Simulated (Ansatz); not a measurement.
Start from SiC in the zinc blende structure (space group F-43m, No. 216; a = 4.3569 Å).

Calculations: PBEsol, PAW, 420 eV (Ansatz, an electronic-structure program; no spin-orbit coupling).

One change was made to it. Results:

```tsv
quantity	base	after
electron mass	0.62 mₑ along k, 0.22 mₑ across (at X)	0.60 mₑ along k, 0.21 mₑ across (at X)
width of the top valence band	4.75 eV	5.09 eV
band gap	1.24 eV	1.16 eV
volume per atom	10.34 Å³	9.49 Å³
```

### Question
Which change produced these results?
A. pressure −2 GPa
B. pressure 22.5 GPa
C. pressure −1 GPa
D. pressure 0.9 GPa

### Answer
B, pressure 22.5 GPa. For comparison, the band gap in the other runs: pressure −1 GPa gives 1.25 eV; pressure −2 GPa gives 1.25 eV; pressure 0.9 GPa gives 1.24 eV.

Load acts through the strain it causes; cell and atoms are relaxed under it. Masses are band curvatures over ±0.01 Å⁻¹ around the edge. Along k means along the line from Γ to the band edge. Whether these cells are dynamically stable was not tested. Competing high-pressure phases were not computed.
